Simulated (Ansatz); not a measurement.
Input:

```yaml
crystal:
  lattice:
    - [0.00000, 1.74988, 1.74988]
    - [1.74988, 0.00000, 1.74988]
    - [1.74988, 1.74988, 0.00000]
  atoms:
    - { symbol: C, position: [0.50000, 0.50000, 0.50000] }
    - { symbol: C, position: [0.75000, 0.75000, 0.75000] }
```

No spin polarisation.

Calculations: DFT with r2SCAN, PAW potentials and a 500 eV plane-wave cutoff in Ansatz (a first-principles code), without spin-orbit coupling, earlier PAW set. Settings: 16×16×16 k-points, 0.05 eV Fermi–Dirac smearing.

Task: Predict the smallest direct gap.

Result: 6.04 eV.

Task: What band gap does the calculation give?

Result: 4.49 eV.

Task: Estimate the space group.

Result: Fd-3m (No. 227).

The cells carry an imposed strain or load. No phonon test of stability was made. The cell was made from C in the diamond structure (space group Fd-3m, No. 227) by this change: isotropic strain −1.70 %.
